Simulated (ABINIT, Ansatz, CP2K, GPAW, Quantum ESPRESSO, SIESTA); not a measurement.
## One structure in several programs: Mg (P6_3/mmc, 2 atoms in the cell)

Self-consistent single point.

```
CELL_PARAMETERS angstrom
      3.21167     0.00000     0.00000
     -1.60583     2.78139     0.00000
      0.00000     0.00000     5.20547
ATOMIC_POSITIONS crystal
  Mg 0.33333 0.66667 0.25000
  Mg 0.66667 0.33333 0.75000
```

Shared settings, as Ansatz (a program for electronic structure) writes them: kpoints.mp_grid.grid = 12 12 7; scf.occupations.method = gaussian; scf.occupations.width = 0.1 eV. Potentials and cutoffs stand in the table.

```tsv
code	model	pressure (GPa)	cutoff
CP2K	LDA (Pade form), GPW, DZVP-MOLOPT-SR-GTH basis, GTH-PADE potentials (GTH_POTENTIALS)	-1.55	grid 1000 Ry
Ansatz	LDA (PW92), PAW files made with PBE	-2.54	default
SIESTA	LDA PW92, numerical atomic orbitals TZP, PseudoDojo LDA standard norm-conserving potentials (rewritten from UPF to PSML)	-0.66	grid 350 Ry
GPAW	LDA (Perdew-Wang 92), GPAW PAW datasets LDA (gpaw-data 1.0.1)	-2.55	850 eV
Quantum ESPRESSO	LDA (PZ), GBRV 1.5 ultrasoft (LDA) pseudopotentials	-2.61	40 Ry
ABINIT	LDA (PW92), norm-conserving pseudopotentials (PseudoDojo nc-sr-04 LDA standard)	-2.49	42 Ha
```

The spread over the programs that give each value: pressure within 1.95 GPa.

CP2K and SIESTA use small atom-centred bases, whose incompleteness enters pressures, forces and empty levels differently from a plane-wave cutoff. Ansatz's pressure is given at a fixed set of plane waves, as the other plane-wave codes print theirs. The same LDA comes in different parametrisations, which differ slightly. In the pressure, CP2K (by 1.00) and SIESTA (by 1.89) lie more than 1 GPa from the median of the plane-wave programs.

The starting cell comes from a database of computed structures (which also holds hypothetical and non-ambient phases and stackings), without a prior relaxation at this level. Its lattice was rescaled by a random factor within 2.5 % of one.

Left out of this page: Elk and FLEUR (not drawn, or without a comparable value).

Keys are those of Ansatz 0.2.
